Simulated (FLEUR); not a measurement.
Worked example: self-consistent single point of RbCl (Fm-3m, 2 atoms in the cell) in FLEUR.

Method of the run: PBE, all-electron FLAPW (FLEUR), scalar-relativistic valence.

The change in words: lattice scaled by 0.98. Reference geometry:
```xyz
2
Lattice="0.0000 3.2276 3.2276 3.2276 0.0000 3.2276 3.2276 3.2276 0.0000" Properties=species:S:1:pos:R:3 pbc="T T T"
Rb     0.0000     0.0000     0.0000
Cl     3.2276     3.2276     3.2276
```

Reference input (self-consistent single point, DFT, PBE, all-electron FLAPW (FLEUR), scalar-relativistic valence): Kmax = 4 1/bohr; GmaxXC = 20 1/bohr; xcFunctional = pbe; jspins = 1; l_soc = F; mode = hist; fermiSmearingEnergy = 0.00036749 Htr; mesh (inpgen div1-3) = 9 9 9; inpgen gamma flag = false; Gmax = 20 1/bohr; numbands = 0; maxIterBroyd = 15. This run's input differs from it in these lines:

```diff
@@ -3,5 +3,5 @@
 &input film=f /
-0.0000000000 3.2276420000 3.2276420000
-3.2276420000 0.0000000000 3.2276420000
-3.2276420000 3.2276420000 0.0000000000
+-0.0000000000 3.1630890000 3.1630890000
+3.1630890000 -0.0000000000 3.1630890000
+3.1630890000 3.1630890000 -0.0000000000
 1.8897261246
@@ -43,5 +43,5 @@
          <bravaisMatrix>
-            <row-1>    0.0000000000000000     6.0993594082561930     6.0993594082561930</row-1>
-            <row-2>    6.0993594082561930     0.0000000000000000     6.0993594082561930</row-2>
-            <row-3>    6.0993594082561930     6.0993594082561930     0.0000000000000000</row-3>
+            <row-1>    0.0000000000000000     5.9773719177348887     5.9773719177348887</row-1>
+            <row-2>    5.9773719177348887     0.0000000000000000     5.9773719177348887</row-2>
+            <row-3>    5.9773719177348887     5.9773719177348887     0.0000000000000000</row-3>
          </bravaisMatrix>
```

Output, abridged:

```
 Iteration:     1   Distance:       4.69615764 me/bohr^3
 Iteration:     2   Distance:       4.15044399 me/bohr^3
 Iteration:     3   Distance:       1.59553565 me/bohr^3
 Iteration:     4   Distance:       1.06951813 me/bohr^3
 Iteration:     5   Distance:       0.38502653 me/bohr^3
   [... 6 lines left out ...]
 Iteration:    12   Distance:       0.00012143 me/bohr^3
 Iteration:    13   Distance:       0.00001794 me/bohr^3
 Iteration:    14   Distance:       0.00002060 me/bohr^3
 Iteration:    15   Distance:       0.00000330 me/bohr^3
 Run finished successfully
 Stop message:
   Structural relaxation: Done

[file out, last iteration]
             iter=     16
[...]
          total density-effective poten   -5.5379565204E+03
          total charge density-energy d   -1.2916393598E+02
 Updated energy parameters for spin:           1
[...]
 fermi energy and band-weighting factors:

[...]
FERMIE:
          first approx. to ef    (T=0)  :   0.037138 htr   (energy of the highest occ. eigenvalue)
          number of occ. states  (T=0)  :        280
          first approx. to seigv (T=0)  :  -3.839310 htr
          sum of weights of occ. states :   8.000000
          sum of semicore charge        :   0.000000 e
FERHIS:  Fermi-Energy by histogram:
          bandgap                     :   0.198727 htr
   [... lines left out ...]
          charge neutrality (T=0)     :   0.000000    (zero if the highest occ. eigenvalue is "entirely" occupied)
 Direct bandgap for spin            1 :   0.19872676313112803       Htr
 ---->    free energy=                     -3443.1235500186 htr
   [... lines left out ...]
      extrapolation for T->0
 ---->    total electron energy=           -3443.1235500186 htr
 ***** TOTAL FORCES ON ATOMS *****
 TOTAL FORCE FOR ATOM TYPE=  1  X=  0.000   Y=  0.000   Z=  0.000
                       FX_TOT= 0.000000 FY_TOT= 0.000000 FZ_TOT= 0.000000
 TOTAL FORCE FOR ATOM TYPE=  2  X=  5.977   Y=  5.977   Z=  5.977
                       FX_TOT= 0.000000 FY_TOT= 0.000000 FZ_TOT= 0.000000
 Structural relaxation: Done
```

The run converged in 15 iterations. FLEUR gives forces in its relaxation mode, with a further iteration, so its stop message speaks of a relaxation. Against the reference run the free energy rises by 35.4 meV/atom and the gap on the mesh goes from 5.194 to 5.408 eV.

The starting cell comes from a database of computed structures (which also holds hypothetical and non-ambient phases and stackings), without a prior relaxation at this level. Its lattice was rescaled by a random factor within 2.5 % of one. For this run, on top of that: lattice scaled by 0.98. Values depend on the basis (sphere radii, cutoffs, local orbitals), which need not be converged.

Cost on one core of a shared machine: roughly 70 s.
